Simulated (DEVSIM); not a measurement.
**Schottky contact on n-type Si**

System: Schottky contact on n-type Si, at 250 K.

```
layer (left to right)  material  thickness (μm)  Nd (cm⁻³)   τn (s)   τp (s)
---------------------  --------  --------------  ---------  -------  -------
1                            Si            1.10       5e15  0.00011  0.00011
2                            Si            41.0     6.8e17  0.00011   3.3e-5
```

Left contact: Schottky, work function 4.77 eV, emission velocity 4.8e6 cm/s. Right contact: ohmic. Voltage is applied to the left contact. Recombination: SRH at mid-gap, radiative. Mobility is μmin + (μ − μmin)/(1 + (N/Nref)^α).

This is a model device: material constants are rounded textbook-type values typed into the input, and sizes, dopings and lifetimes were drawn at random. Values at 300 K; Nc and Nv go as T^1.5, mobilities as T to minus their exponent, the gap by Varshni's rule with the affinity fixed.

| parameter | Si |
|---|---|
| gap (eV) | 1.124 |
| affinity (eV) | 4.05 |
| permittivity | 11.7 |
| Nc (cm⁻³) | 2.86e19 |
| Nv (cm⁻³) | 3.1e19 |
| μn (cm²/Vs) | 1417 |
| μp (cm²/Vs) | 470 |
| μn,min | 52 |
| μp,min | 45 |
| Nref,n | 9.7e16 |
| Nref,p | 2.2e17 |
| αn | 0.68 |
| αp | 0.72 |
| T exponent of μn | 2.3 |
| T exponent of μp | 2.2 |
| B (cm³/s) | 4.7e-15 |
| Varshni α (eV/K) | 0.000473 |
| Varshni β (K) | 636 |

Model (solved in DEVSIM): 1D drift-diffusion, Boltzmann statistics, complete ionisation; no tunnelling, impact ionisation, image-force lowering or self-heating. Metal contacts follow the ideal Schottky-Mott rule: no Fermi-level pinning, no interface dipoles.

- Potential step across the device at zero bias = 0.645 V
- Dark forward voltage at 1 A/cm² = 0.366 V
- Dark forward voltage at 100 A/cm² = 0.484 V

Dark reverse current:

| V (V) | J (A/cm²) |
|---|---|
| -0.20 | -4.8e-8 |
| -0.50 | -4.8e-8 |
| -1.00 | -4.9e-8 |
| -1.50 | -4.9e-8 |
| -2.00 | -4.9e-8 |
| -3.00 | -4.9e-8 |
| -4.00 | -5.0e-8 |
| -5.00 | -5.0e-8 |
| -6.50 | -5.0e-8 |
| -8.00 | -5.0e-8 |
| -10.00 | -5.0e-8 |

Dark forward current:

```json
[
 {"V (V)": "0.05", "J (A/cm²)": "4.3e-7"},
 {"V (V)": "0.10", "J (A/cm²)": "4.8e-6"},
 {"V (V)": "0.15", "J (A/cm²)": "4.9e-5"},
 {"V (V)": "0.20", "J (A/cm²)": "0.00049"},
 {"V (V)": "0.25", "J (A/cm²)": "0.0050"},
 {"V (V)": "0.30", "J (A/cm²)": "0.050"},
 {"V (V)": "0.35", "J (A/cm²)": "0.50"},
 {"V (V)": "0.40", "J (A/cm²)": "4.8"},
 {"V (V)": "0.45", "J (A/cm²)": "37"},
 {"V (V)": "0.50", "J (A/cm²)": "160"},
 {"V (V)": "0.55", "J (A/cm²)": "380"},
 {"V (V)": "0.60", "J (A/cm²)": "640"},
 {"V (V)": "0.65", "J (A/cm²)": "940"},
 {"V (V)": "0.70", "J (A/cm²)": "1300"},
 {"V (V)": "0.75", "J (A/cm²)": "1600"},
 {"V (V)": "0.80", "J (A/cm²)": "1900"},
 {"V (V)": "0.85", "J (A/cm²)": "2200"}
]
```
